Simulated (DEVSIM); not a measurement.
Structure: Pd/La2O3/n-In0.53Ga0.47As capacitor, at 400 K.

| layer (left to right) | material | thickness (nm) | Nd (cm⁻³) |
|---|---|---|---|
| 1 | La2O3 | 23.0 | - |
| 2 | In0.53Ga0.47As | 11000 | 2.9e15 |

Metal gate on the left, work function 5.2 eV. Fixed charge at the semiconductor interface 4.6e10 cm⁻² (in units of +e); interface traps 4.5e12 cm⁻² eV⁻¹, uniform in energy, neutral level at 0.3 of the gap above the valence band.

Constants are typed, rounded textbook-type inputs, not results; the design itself was drawn at random and stands for no fabricated device. Values at 300 K; Nc and Nv go as T^1.5, mobilities as T to minus their exponent, the gap by Varshni's rule with the affinity fixed.

| parameter | La2O3 | In0.53Ga0.47As |
|---|---|---|
| gap (eV) | 5.8 | 0.74 |
| affinity (eV) | 1.8 | 4.51 |
| permittivity | 27 | 13.9 |
| Nc (cm⁻³) | - | 2.1e17 |
| Nv (cm⁻³) | - | 7.7e18 |
| Varshni α (eV/K) | - | 0.00035 |
| Varshni β (K) | - | 190 |

Model (solved in DEVSIM): 1D Poisson equation in equilibrium, Boltzmann statistics, complete ionisation; no quantum confinement or tunnelling. Metal contacts follow the ideal Schottky-Mott rule: no Fermi-level pinning, no interface dipoles.

The substrate doping was swept, all else fixed.

| substrate doping (cm^-3) | threshold voltage (band bending 2φF) (V) | flat-band voltage (V) |
|---|---|---|
| 1.4e14 | 0.48 | 0.59 |
| 2.9e14 | 0.44 | 0.62 |
| 5.8e14 | 0.40 | 0.66 |
| 1.4e15 | 0.34 | 0.71 |
| 2.9e15 | … | 0.75 |
| 5.8e15 | 0.25 | 0.79 |

Q: Fill in the missing entries.

A: 
- 2.9e15, threshold voltage (band bending 2φF) (V): 0.29
